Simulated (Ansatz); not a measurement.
SnC under load (space group F-43m), PBE with spin-orbit coupling, rigid bands (Ansatz, a first-principles code). Condition of this run: hydrostatic pressure of 15 GPa (compression positive) (the target of the relaxation). Band gap 1.26 eV, N_c = 1.96e19 cm⁻³ and N_v = 3.98e19 cm⁻³ at 300 K, conductivity masses of 0.321 mₑ (electrons) and 0.619 mₑ (holes). Take k_BT = 0.02585 eV.

Q: What built-in voltage has an abrupt junction with N_A = 1e17 and N_D = 1e18 cm⁻³, all dopants ionised?

A: V_bi = E_g/e − (k_BT/e) ln(N_c N_v/(N_A N_D)) = 1.26 − 0.02585 × 8.96 = 1.03 V, for the computed gap.

Q: Find the intrinsic carrier density and the intrinsic Fermi level.

A: n_i = √(N_c N_v) exp(−E_g/2k_BT) = 2.79e19 × exp(−24.37) = 7.3e8 cm⁻³. The level lies (k_BT/2) ln(N_v/N_c) = 9 meV from mid-gap (positive towards the conduction band). Each 0.1 eV added to the gap lowers n_i by a factor of 6.9.

Q: A film of it is 3 nm thick. Estimate the confinement energies in an infinite well.

A: ħ²π²/(2m t²) = 0.376 eV·nm²/(m/mₑ × t²) gives 130 meV for electrons and 67.5 meV for holes, so the gap would widen to about 1.46 eV. Finite barriers and nonparabolic bands lower this, and with several valleys or bands the heaviest mass along the normal sets the lowest level, not this average.

Rigid bands with the computed gap; masses take one relaxation time for all states. Geometry: cell and atoms relaxed with PBEsol.

Computed structure with no diffraction record at hand here (it may be known, metastable or hypothetical): SnC under load (space group F-43m).
